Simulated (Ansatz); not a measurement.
Base system: ZnSiP2 in the chalcopyrite structure (space group I-42d, No. 122; a = 5.419 Å, c = 10.539 Å).

Computed with DFT with PBE, PAW potentials and a 420 eV plane-wave cutoff in Ansatz (a program for electronic structure), no SOC.

One change was made to it. Results:

```csv
quantity,base,after
band gap,1.36 eV,0.44 eV
lattice parameter a,5.419 Å,4.903 Å
c/a ratio,1.945,1.937
```

Problem. What was done to the base?
(A) pressure 50 GPa
(B) pressure −1 GPa
(C) pressure 100 GPa

Solution. A, pressure 50 GPa. For comparison, the band gap in the other runs: pressure 100 GPa gives zero; pressure −1 GPa gives 1.38 eV.

The mesh was chosen for an insulator and is coarse for the gapless case. From pressure 100 GPa on, the axis ratios lie over 15 % from the base's, so the cell there is far from its starting form. Load acts through the strain it causes; cell and atoms are relaxed under it. Stability against distortions was not tested. Competing high-pressure phases were not computed. The final runs are not spin-polarised.
